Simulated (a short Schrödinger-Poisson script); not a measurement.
Structure: MOS inversion layer, Si3N4 on p-type Si(100), at 400 K.

From the gate side: 2.6 nm Si3N4; 1100 nm Si, acceptors 1.6e17 cm⁻³.

Constants are typed, rounded textbook-type inputs, not results; the design itself was drawn at random and stands for no fabricated device. Si3N4: permittivity 7.5, conduction-band edge (eV) 1.95, gap (eV) 5.1, electron mass (mₑ) 0.5. Si: permittivity 11.7, conduction-band edge (eV) 0, gap (eV) 1.124, Nv at 300 K (cm⁻³) 3.1e19.

Channel valleys (confinement mass, in-plane density-of-states mass, number): Δ2 0.916, 0.19, 2; Δ4 0.19, 0.417, 4. At the gate the conduction-band edge of layer 1 lies 2.5 eV − eVg above the Fermi level of the channel; the field vanishes at the back. Gaps are held at their typed values at every temperature. Mesh 0.03 nm at interfaces.

Solved with a short Schrödinger-Poisson script written for these runs: 1D Poisson equation in equilibrium, electrons quantum, Hartree (BenDaniel-Duke, 12 states a valley, the channel's in-plane mass for all, wave functions free to enter the dielectric), parabolic valleys, classical holes, full ionisation, no traps, pinning or gate leakage.

| Vg (V) | electrons (cm⁻²) | C (μF/cm²) | Δ2 E0 (meV from the Fermi level) | Δ4 E0 (meV from the Fermi level) |
|---|---|---|---|---|
| 0.35 | 1.73e9 | 0.145 | 323.5 | 353.3 |
| 0.4 | 6.34e9 | 0.158 | 277.8 | 308.3 |
| 0.45 | 2.27e10 | 0.213 | 232.9 | 264.2 |
| 0.5 | 7.51e10 | 0.375 | 190.7 | 222.9 |
| 0.55 | 2.06e11 | 0.665 | 154.6 | 188.1 |
| 0.6 | 4.43e11 | 0.973 | 126.5 | 161.8 |
| 0.65 | 7.73e11 | 1.21 | 105.4 | 142.7 |
| 0.7 | 1.17e12 | 1.38 | 89.0 | 128.5 |
| 0.75 | 1.61e12 | 1.50 | 75.8 | 117.5 |
| 0.8 | 2.09e12 | 1.59 | 64.9 | 108.7 |
| 0.85 | 2.60e12 | 1.67 | 55.4 | 101.4 |
| 0.9 | 3.13e12 | 1.72 | 47.2 | 95.2 |
| 0.95 | 3.67e12 | 1.77 | 39.8 | 89.8 |
| 1 | 4.23e12 | 1.81 | 33.2 | 85.1 |
| 1.05 | 4.80e12 | 1.84 | 27.1 | 80.8 |
| 1.1 | 5.38e12 | 1.87 | 21.5 | 77.0 |
| 1.15 | 5.97e12 | 1.90 | 16.2 | 73.4 |
| 1.2 | 6.56e12 | 1.92 | 11.3 | 70.2 |
| 1.25 | 7.16e12 | 1.94 | 6.7 | 67.1 |
| 1.3 | 7.77e12 | 1.96 | 2.4 | 64.3 |
| 1.35 | 8.39e12 | 1.98 | -1.8 | 61.6 |

At Vg = 1.35 V the lowest Δ2 subband lies at -1.8 meV from the Fermi level. How many electrons does it hold, and what share of all?

The two-dimensional density of states is g m/(πħ²) = 1.59e11 cm⁻² meV⁻¹ (both spins), kT = 34.5 meV, so n = D kT ln(1 + exp(−E/kT)) = 3.94e12 cm⁻², 0.47 of the 8.39e12 cm⁻² in all.

Compare the slope of the sheet density between 1.25 and 1.35 V with the geometric capacitance of the layers between gate and channel.

q Δn/ΔV = 1.97 μF/cm²; ε0/Σ(t/ε) = 2.55 μF/cm². The ratio is 0.77: the channel acts as a further capacitance in series.
